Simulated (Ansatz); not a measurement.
Given:

```yaml
crystal:
  lattice:
    - [5.73914, 0.00000, 0.00000]
    - [0.00000, 5.73914, 0.00000]
    - [0.00000, 0.00000, 6.00888]
  atoms:
    - { symbol: Tl, position: [0.00000, 0.00000, 0.00000] }
    - { symbol: Mn, position: [0.50000, 0.50000, 0.50000] }
    - { symbol: I, position: [0.00000, 0.50000, 0.50000] }
    - { symbol: I, position: [0.50000, 0.50000, 0.00000] }
    - { symbol: I, position: [0.50000, 0.00000, 0.50000] }
```

Spin-polarised, with starting moments of sign Tl0 Mn+ I0 I0 I0.

Method: r2SCAN (Ansatz, a quantum-chemistry and plane-wave program; PAW; 500 eV plane waves; no spin-orbit coupling). k-mesh 6×6×6 (Γ-centred); smearing 0.05 eV (Fermi–Dirac).

Q: Predict the largest site moment.

A: 4.59 μB.

Q: Estimate the smallest direct gap.

A: 1.85 eV.

The magnetic state is the one reached from the starting moments; the real material's order can differ, and small cells can't hold many antiferromagnetic ones. With I and Tl present, leaving out spin-orbit coupling can change the band edges. The cells carry an imposed strain or load. No phonon test of stability was made. The cell was made from MnTlI3 in the cubic perovskite structure (space group Pm-3m, No. 221; ferromagnetic; a hypothetical phase, not in the database extracts checked) by this change: uniaxial strain ε_zz = +4.70 %. Many cubic perovskites are stable only at high temperature; tilts and polar distortions were not tested.
